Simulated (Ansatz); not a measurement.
A self-consistent single point of YCuP2 (P4/nmm, 8 atoms in the cell) with Ansatz (a first-principles code)

Level of theory: PBEsol, default PAW files made with PBE (plane waves; Ansatz).

Input as run:

Ansatz 0.2 input:
```yaml
# YCuP2
crystal:
  lattice:
    - [3.714350, 0.000000, 0.000000]
    - [0.000000, 3.714350, 0.000000]
    - [0.000000, 0.000000, 9.779920]
  atoms:
    - { symbol: Y, position_ang: [1.857175, 0.000000, 2.260433] }
    - { symbol: Y, position_ang: [0.000000, 1.857175, 7.519487] }
    - { symbol: Cu, position_ang: [0.000000, 0.000000, 4.889960] }
    - { symbol: Cu, position_ang: [1.857175, 1.857175, 4.889960] }
    - { symbol: P, position_ang: [1.857175, 0.000000, 6.377975] }
    - { symbol: P, position_ang: [0.000000, 1.857175, 3.401945] }
    - { symbol: P, position_ang: [0.000000, 0.000000, 0.000000] }
    - { symbol: P, position_ang: [1.857175, 1.857175, 0.000000] }
basis:
  ecutwfc: 30.9 Ry
kpoints:
  mp_grid: { grid: [12, 12, 5] }
hamiltonian:
  xc: pbesol
  pseudopotentials: { kind: paw }
scf:
  occupations: { method: methfessel_paxton, width: 0.01 Ry }
output:
  forces: true
  eigenvalues: true
  stress: true
```

Output, abridged:

```
WARN ansatz: RAYON_NUM_THREADS=1 ignored (pool sized by the plan → 1); use --threads N
Pseudopotentials: kind: paw
Pseudopotential: Y, paw, valence charge 11
Pseudopotential: Cu, paw, valence charge 19
Pseudopotential: P, paw, valence charge 5
Crystal: 8 atoms, lattice volume = 134.928 Å³
Basis set: ecut = 420.4159175005146 eV, 2665 PW (Γ), exchange–correlation on 50×50×144 points (8 copies of the dense FFT grid, shifted against one another)
Bands: 48, of which v1, the nominal top of the filled ones, is band 40 counted from 1 (39 counted from 0)
Symmetry: 16 space group operations
Space group: P4/nmm (ITA 129), of the structure as read, at distance tolerance 5.1e-5 Å
k-points: 84 of 720
PAW frozen core: Y, regenerated for the run's functional, and the local potential with it
PAW frozen core: Cu, regenerated for the run's functional, and the local potential with it
PAW frozen core: P, regenerated for the run's functional, and the local potential with it
Initial density: superposition of atomic densities (neutral atoms: chi_scale 0, normalization atom), corrected by the library's trained network
Initial wavefunctions: pseudopotential atomic-orbital guess
Eigensolver: davidson
Functional: x = pbesol(κ = 0.804, μ = 0.12345679012345678), c = pbesol(β = 0.046)
SCF iter   1: F=—  HF=-23735.547079 eV  |F-HF|=—  |Δ(HF+E_count)|=         —  Δρ=9.69e-3  dr2=9.21e-2  ethr=1.77e-3  ⟨swp⟩=7.1  Hψ=16707  notcnv=0
all-band conjugate gradients solve this SCF's bands
preconditioner: auto → Kerker (q_TF=auto, 2.501 Å⁻¹)
SCF iter   2: F=—  HF=-23735.531600 eV  |F-HF|=—  |Δ(HF+E_count)|=   1.55e-2  S|Δr|=    0.00e0  Δρ=2.43e-3  dr2=2.27e-2  ethr=1.15e-4  ⟨swp⟩=2.0  Hψ=6332  notcnv=0  defer=14
SCF iter   3: F=—  HF=-23735.528962 eV  |F-HF|=—  |Δ(HF+E_count)|=   2.64e-3  S|Δr|=    0.00e0  Δρ=1.80e-3  dr2=9.44e-3  ethr=2.84e-5  ⟨swp⟩=1.0  Hψ=3828  notcnv=0  defer=14
SCF iter   4: F=—  HF=-23735.527332 eV  |F-HF|=—  |Δ(HF+E_count)|=   1.63e-3  S|Δr|=    0.00e0  Δρ=5.61e-4  dr2=9.86e-4  ethr=1.18e-5  ⟨swp⟩=2.0  Hψ=5699  notcnv=0  defer=15
SCF iter   5: F=—  HF=-23735.527247 eV  |F-HF|=—  |Δ(HF+E_count)|=   8.49e-5  S|Δr|=    0.00e0  Δρ=9.29e-5  dr2=9.21e-5  ethr=1.23e-6  ⟨swp⟩=1.0  Hψ=3832  notcnv=0  defer=15
SCF iter   6: F=—  HF=-23735.527247 eV  |F-HF|=—  |Δ(HF+E_count)|=   4.70e-7  S|Δr|=    0.00e0  Δρ=4.33e-5  dr2=1.53e-5  ethr=1.15e-7  ⟨swp⟩=2.0  Hψ=4996  notcnv=0  defer=12
SCF iter   7: F=—  HF=-23735.527246 eV  |F-HF|=—  |Δ(HF+E_count)|=   1.11e-6  S|Δr|=    0.00e0  Δρ=1.15e-5  dr2=7.67e-7  ethr=1.91e-8  ⟨swp⟩=1.9  Hψ=4601  notcnv=0  defer=10
SCF iter   8: F=—  HF=-23735.527246 eV  |F-HF|=—  |Δ(HF+E_count)|=   9.26e-8  S|Δr|=    0.00e0  Δρ=8.77e-6  dr2=1.80e-7  ethr=9.59e-10  ⟨swp⟩=2.0  Hψ=5821  notcnv=0  defer=10
SCF iter   9: F=-23735.527246 eV  HF=-23735.527246 eV  |F-HF|=6.66e-9  |Δ(HF+E_count)|=   1.08e-8  S|Δr|=    0.00e0  Δρ=1.76e-6  dr2=8.18e-9  ethr=1.25e-10  ⟨swp⟩=10.1  Hψ=16165  notcnv=0
SCF 1 converged in 9 iterations: F = -23735.527246 eV  dr2 = 8.18e-9
SCF converged after 9 iterations
Stability not checked (fill_not_monotonic)
Free energy (F): -23735.527246 eV
Harris-Foulkes:  -23735.527246 eV  (|F-HF|=6.66e-9)
Internal energy: -23735.525642 eV  (E = F + TS)
E sigma→0 (E₀):  -23735.526845 eV
Entropy (-TS):   -0.001604 eV (-0.200 meV/atom)
Fermi energy:    11.889870 eV
--- Per-component energies (eV) ---
  E_band       = -980.958852
  E_kinetic    = 1496.145226
  E_local      = -17338.599078  (includes V_loc(G=0)·N_el)
  E_nonlocal   = 1021.378367
  E_hartree    = 7878.389413
  E_xc         = -771.652594
  E_vxc        = -878.195271  (∫ρ·V_xc dr)
  E_paw        = -11015.837900  (= ΣΔE_a)
  E_vpaw       = -1038.458471  (= ΣTr[D̂ρ^β])
  E_aug_tail   = 0.000518  (compensation charges beyond the density's cutoff)
  E_ewald      = -5006.243927
  E_core_change = 0.894334  (= ΣΔE_core)
  E_smearing   = -0.001604  (= −TS)
  E_closure    = -0.000000  (closes the sum)
  Σ components = -23735.527246   (vs F -23735.527246, Δ=0.00e0)
--- Forces (eV/Å), atoms counted from 1 ---
  atom   1  Y     -0.00000000     0.00000000     0.06411237
  atom   2  Y      0.00000000     0.00000000    -0.06411237
  atom   3  Cu     0.00000000     0.00000000     0.00000000
  atom   4  Cu    -0.00000000     0.00000000    -0.00000000
  atom   5  P     -0.00000000     0.00000000     0.06485891
  atom   6  P     -0.00000000     0.00000000    -0.06485891
  atom   7  P     -0.00000000     0.00000000     0.00000000
  atom   8  P      0.00000000     0.00000000     0.00000000
  max |Σ_I F_I| component: 4.34e-19 eV/Å
--- Stress (GPa, compression-positive) ---
       -3.411396      -0.000000       0.000000
       -0.000000      -3.411396       0.000000
        0.000000       0.000000      -4.219682
  P = ⅓ Tr σ = -3.6808 GPa (-36.808 kbar)
  The stress holds the Pulay correction. Without it, at fixed plane waves, as pw.x and ABINIT print it: P = -3.7201 GPa
--- Band table (eV; the first three rows and the last of 84) ---
  k-point 0: bands = ["-100.7236", "-100.7174", "-58.2870", "-58.2797", "-58.2477", "-58.2477", "-58.2095", "-58.2095", "-30.0622", "-30.0617", "-10.2854", "-10.2365", "-10.0330", "-10.0330", "-10.0309", "-10.0309", "-1.1193", "0.0062", "1.1251", [...]
  k-point 1: bands = ["-100.7236", "-100.7174", "-58.2870", "-58.2797", "-58.2477", "-58.2477", "-58.2095", "-58.2095", "-30.0622", "-30.0617", "-10.2830", "-10.2389", "-10.0330", "-10.0330", "-10.0308", "-10.0308", "-1.0974", "-0.0559", "1.1766", [...]
  k-point 2: bands = ["-100.7236", "-100.7173", "-58.2870", "-58.2797", "-58.2477", "-58.2477", "-58.2095", "-58.2095", "-30.0621", "-30.0618", "-10.2785", "-10.2436", "-10.0330", "-10.0330", "-10.0308", "-10.0308", "-1.0580", "-0.1530", "1.2529", [...]
  k-point 83: bands = ["-100.7205", "-100.7205", "-58.2833", "-58.2833", "-58.2517", "-58.2517", "-58.2062", "-58.2062", "-30.0303", "-30.0303", "-10.2660", "-10.2660", "-10.2593", "-10.2593", "-10.1675", "-10.1675", "1.6803", "1.6803", "2.3061", [...]
```

The run converged in 9 iterations.

The starting cell comes from a database of computed structures (which also holds hypothetical and non-ambient phases and stackings), without a prior relaxation at this level. Spin polarisation is off. With a pressure of about -4 GPa the cell is away from its equilibrium volume at this level. Ansatz's pressure includes its estimate of the finite-basis (Pulay) stress.
